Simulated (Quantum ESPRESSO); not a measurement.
# One base run on Ga2O3 (C2/m, 10 atoms in the cell) and variants with one or two settings moved

```xyz
10
Lattice="6.1157 -1.5177 0.0000 6.1157 1.5177 0.0000 -1.3786 0.0000 5.6277" Properties=species:S:1:pos:R:3 pbc="T T T"
Ga     3.2281     0.0000     3.8565
Ga     7.6246     0.0000     1.7712
Ga    10.8419     0.0000     1.1549
Ga     0.0109     0.0000     4.4729
O      5.1341     0.0000     4.1833
O      5.7187     0.0000     1.4444
O      9.5087     0.0000     2.4580
O      1.3441     0.0000     3.1697
O      1.8616     0.0000     0.6143
O      8.9912     0.0000     5.0135
```

Base run A: PBE, PseudoDojo standard norm-conserving (PBE) pseudopotentials (Quantum ESPRESSO 7.5), self-consistent single point.

Its settings: ecutwfc = 85 Ry; occupations = fixed; potentials = {Ga: Ga.upf, O: O.upf}; K_POINTS = automatic 5 5 3 0 0 0; nbnd = 46; conv_thr = 1e-11 Ry.

The starting cell comes from a database of computed structures (which also holds hypothetical and non-ambient phases and stackings), without a prior relaxation at this level. Its lattice was rescaled by a random factor within 2.5 % of one. In the base run, with a pressure of about 9 GPa the cell is away from its equilibrium volume at this level.

ΔF is the free energy per atom less that of run A. A dash stands where there is no value to compare (another energy zero or no entropy term, no result, no spin, no clean gap, or a mesh too coarse for one). Total energies depend on the potentials, the functional and any Hubbard or dispersion term, so they are compared only between runs that share all of them.

Run A gave: pressure (GPa) 9.02; largest force (eV/Å) 0.203; gap on the mesh (eV) 2.468; k-points 24.

Runs:
- B: input_dft: default → revpbe [revPBE]
- C: ecutrho: default → 510 Ry
- D: nosym: default → true
- E: mixing_beta: default → 0.2; mixing_mode: default → TF

Q: What does run B change against A?

A: The pressure goes from 9.02 to 12.60 GPa, the largest force goes from 0.203 to 0.252 eV/Å and the gap on the mesh goes from 2.468 to 2.611 eV.

```csv
run,ΔF (meV/atom),pressure (GPa),largest force (eV/Å),gap on the mesh (eV),k-points
A,0.00,9.02,0.203,2.468,24
B,–,12.60,0.252,2.611,24
C,0.00,9.02,0.203,2.468,24
D,0.00,9.02,0.203,2.468,38
E,0.00,9.02,0.203,2.468,24
```
